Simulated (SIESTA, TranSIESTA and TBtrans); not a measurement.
Junction: Rh chain with a Cl atom beside one bond. Leads: straight Rh chain, spacing 2.3 Å. Geometry: as built, not relaxed. Transport runs along z; the first 6 and the last 6 of the 23 atoms are the lead cells, repeated to infinity.

```xyz
23
Lattice="9.000 0.000 0.000 0.000 9.000 0.000 0.000 0.000 50.600" Properties=species:S:1:pos:R:3 pbc="F F T"
Rh     4.500     4.500     0.000
Rh     4.500     4.500     2.300
Rh     4.500     4.500     4.600
Rh     4.500     4.500     6.900
Rh     4.500     4.500     9.200
Rh     4.500     4.500    11.500
Rh     4.500     4.500    13.800
Rh     4.500     4.500    16.100
Rh     4.500     4.500    18.400
Rh     4.500     4.500    20.700
Rh     4.500     4.500    23.000
Rh     4.500     4.500    25.300
Rh     4.500     4.500    27.600
Rh     4.500     4.500    29.900
Rh     4.500     4.500    32.200
Rh     4.500     4.500    34.500
Cl     6.600     4.500    24.150
Rh     4.500     4.500    36.800
Rh     4.500     4.500    39.100
Rh     4.500     4.500    41.400
Rh     4.500     4.500    43.700
Rh     4.500     4.500    46.000
Rh     4.500     4.500    48.300
```
Starting moments (μB): atom 7 +1.5, atom 8 +1.5, atom 9 +1.5, atom 10 +1.5, atom 11 +1.5, atom 12 +1.5, atom 13 +1.5, atom 14 +1.5, atom 15 +1.5, atom 16 +1.5; lead atoms +1.5 (left) and +1.5 (right).

Run with TranSIESTA and TBtrans (open boundaries, self-consistent; PseudoDojo norm-conserving potentials, scalar-relativistic): Spin polarized, PAO.BasisSize DZP, PAO.EnergyShift 0.15 eV, XC.Authors PBE, Mesh.Cutoff 200 Ry, ElectronicTemperature 300 K, TS.Voltage 0.0 eV, TBT.Elecs.Eta 0.001 eV.

Energies count from the leads' Fermi level. Transmissions are for each spin. The energy step is 0.01 eV; narrower resonances are cut or missed.

```
E (eV)  T up  T down
------  ----  ------
-0.20   2.94    3.86
-0.15   2.94    3.82
-0.10   2.94    3.82
-0.05   2.94    3.87
0.00    2.94    3.88
0.05    2.94    3.80
0.10    2.93    3.63
0.15    2.93    2.98
0.20    2.92    2.93
```

Give the zero-bias conductance in μS and the resistance at 300 K.

At the Fermi level the mean of both spins is (2.94 + 3.88)/2 = 3.41. Averaged with −∂f/∂E over the full grid (kT = 25.9 meV) it is 3.39. With G0 = 2e²/h = 77.48 μS, G = 263 μS and R = 1/G = 3.80 kΩ.

The eigenchannels at the Fermi level (both spins) transmit 0.997, 0.993, 0.948, 0.995, 0.982, 0.950, 0.930. What Fano factor of the shot noise follows at low temperature and bias?

F = Σ τ(1 − τ)/Σ τ = 0.194/6.79 = 0.03.

The magnetic order of the leads was set by the start, and no other order was tried; the separate lead runs end at 0.62 (left) and 0.62 (right) μB an atom. The straight chain is held at its spacing; free chains may zigzag or dimerise.
